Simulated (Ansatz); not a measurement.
An Ansatz (an electronic-structure program) run: Sc with a change (isotropic strain −1.00 %); PBEsol (Ansatz, PAW, without spin-orbit coupling).

Input:

Ansatz 0.2 input:
```yaml
crystal:
  lattice:
    - [3.2425985624, 0, 0]
    - [-1.6212992812, 2.8081727293, 0]
    - [0, 0, 5.0540643395]
  atoms:
    - { symbol: Sc, position: [0.6666666667, 0.3333333333, 0.25] }
    - { symbol: Sc, position: [0.3333333333, 0.6666666667, 0.75] }
basis: { ecutwfc: 420, ecutrho_ratio: 4, xc_grid: 2, fft_grid_basis: typed }
kpoints: { mp_grid: { grid: [20, 20, 12] } }
hamiltonian:
  xc: pbesol
  dispersion: none
  pseudopotentials: { kind: paw }
scf: { occupations: { method: fermi_dirac, width: 0.1 }, convergence: { dr2_threshold: 0.0000000002 } }
relax: { f_tol: 0.005, max_steps: 50 }
output: { forces: true, stress: true }
checkpoint: { write: state.ck, write_every: 1000 }
```

Output:

```
Relaxation: its limit of steps is 50 (relax.max_steps)
WARN ansatz: RAYON_NUM_THREADS=1 ignored (pool sized by the plan → 1); use --threads N
Pseudopotentials: kind: paw
Pseudopotential: Sc, paw, valence charge 11
Functional definition: PBEsol
Crystal: 2 atoms, lattice volume = 46.021 Å³
Basis set: ecut = 420 eV, 905 PW (Γ), exchange–correlation on 48×48×72 points (8 copies of the dense FFT grid, shifted against one another)
Bands: 15, of which v1, the nominal top of the filled ones, is band 11 counted from 1 (10 counted from 0)
Symmetry: 24 space group operations
Space group: P63/mmc (ITA 194), of the structure as read, at distance tolerance 3.6e-5 Å
k-points: 308 of 4800
PAW frozen core: Sc, regenerated for the run's functional, and the local potential with it
Initial density: superposition of atomic densities (neutral atoms: chi_scale 0, normalization atom), corrected by the library's trained network
Initial wavefunctions: pseudopotential atomic-orbital guess
Eigensolver: davidson
Functional: x = pbesol(κ = 0.804, μ = 0.12345679012345678), c = pbesol(β = 0.046)
SCF iter   1: F=—  HF=-4222.796709 eV  |F-HF|=—  |Δ(HF+E_count)|=         —  Δρ=4.50e-3  dr2=8.86e-3  ethr=1.77e-3  ⟨swp⟩=3.1  Hψ=18961  notcnv=0
all-band conjugate gradients solve this SCF's bands
preconditioner: auto → none
SCF iter   2: F=—  HF=-4222.793838 eV  |F-HF|=—  |Δ(HF+E_count)|=   2.87e-3  Δρ=2.26e-3  dr2=2.52e-3  ethr=4.03e-5  ⟨swp⟩=1.6  Hψ=7952  notcnv=0
SCF iter   3: F=—  HF=-4222.793147 eV  |F-HF|=—  |Δ(HF+E_count)|=   6.91e-4  Δρ=1.52e-4  dr2=7.98e-6  ethr=1.15e-5  ⟨swp⟩=2.8  Hψ=8039  notcnv=0
SCF iter   4: F=—  HF=-4222.793121 eV  |F-HF|=—  |Δ(HF+E_count)|=   2.52e-5  Δρ=2.28e-5  dr2=1.79e-7  ethr=3.63e-8  ⟨swp⟩=2.0  Hψ=5736  notcnv=0
SCF iter   5: F=—  HF=-4222.793122 eV  |F-HF|=—  |Δ(HF+E_count)|=   4.40e-7  Δρ=3.50e-6  dr2=2.85e-9  ethr=8.14e-10  ⟨swp⟩=2.0  Hψ=7353  notcnv=0
SCF iter   6: F=-4222.793122 eV  HF=-4222.793122 eV  |F-HF|=9.73e-11  |Δ(HF+E_count)|=   2.01e-9  Δρ=6.88e-7  dr2=1.68e-10  ethr=1.00e-12  ⟨swp⟩=4.0  Hψ=16328  notcnv=0
SCF 1 converged in 6 iterations: F = -4222.793122 eV  dr2 = 1.68e-10
relax step   1: F+E_penalty+E_count = -4222.79312191 eV  Δ(F+E_penalty+E_count) = +0.000e0 eV  max|allowed force component| = 7.401e-17 eV/Å  Δτ_max = 0.0000 Å  (6 SCF iters, accepted)
the relaxation is at rest under the 24 symmetry operations that the run kept from its start: a minimum is not shown …
SCF converged after 6 iterations
Free energy (F): -4222.793122 eV
Harris-Foulkes:  -4222.793122 eV  (|F-HF|=9.73e-11)
Internal energy: -4222.675629 eV  (E = F + TS)
E sigma→0 (E₀):  -4222.734376 eV
Entropy (-TS):   -0.117493 eV (-58.746 meV/atom)
Fermi energy:    9.952229 eV
--- Per-component energies (eV) ---
  E_band       = -317.056981
  E_kinetic    = 522.350501
  E_local      = -1630.466196  (includes V_loc(G=0)·N_el)
  E_nonlocal   = 169.334706
  E_hartree    = 555.545642
  E_xc         = -206.652179
  E_vxc        = -257.068836  (∫ρ·V_xc dr)
  E_paw        = -1864.365659  (= ΣΔE_a)
  E_vpaw       = -232.298304  (= ΣTr[D̂ρ^β])
  E_aug_tail   = 0.000020  (compensation charges beyond the density's cutoff)
  E_ewald      = -1768.680514
  E_core_change = 0.258050  (= ΣΔE_core)
  E_smearing   = -0.117493  (= −TS)
  E_closure    = 0.000000  (closes the sum)
  Σ components = -4222.793122   (vs F -4222.793122, Δ=0.00e0)
  [band-id]    e_kinetic+e_local+e_nonlocal+2·e_hartree+e_vxc+e_vpaw+e_augmentation_tail = -317.056827   (vs E_band -317.056981, Δ=1.55e-4)
--- Forces (eV/Å), atoms counted from 1 ---
  atom   1  Sc     0.00000000     0.00000000     0.00000000
  atom   2  Sc    -0.00000000    -0.00000000     0.00000000
  max |Σ_I F_I| component: 1.85e-17 eV/Å
--- Stress (GPa, compression-positive) ---
        1.836637      -0.000000       0.000000
        0.000000       1.836637       0.000000
        0.000000       0.000000       1.729711
  P = ⅓ Tr σ = 1.8010 GPa (18.010 kbar)
  The stress holds the Pulay correction. Without it, at fixed plane waves, as pw.x and ABINIT print it: P = 1.7880 GPa
  The stress includes an estimate of the error left by incomplete SCF convergence (largest component -0.0003 GPa).
--- Band table ---
  band table: none
--- Relaxed structure (1 steps of the walk, 1 accepted, 0 SCFs on fresh bases) ---
  F+E_penalty+E_count = -4222.79312191 eV   max|allowed force component| = 7.401e-17 eV/Å
  atoms:
    - { symbol: Sc, position: [0.6666666666666666, 0.3333333333333333, 0.24999999999999997] }
    - { symbol: Sc, position: [0.3333333333333333, 0.6666666666666666, 0.7499999999999999] }
```

Stability against distortions was not tested. All final runs are without spin polarisation. The cell was made from Sc in the hcp (Mg type) structure (space group P6_3/mmc, No. 194) by this change: isotropic strain −1.00 %.
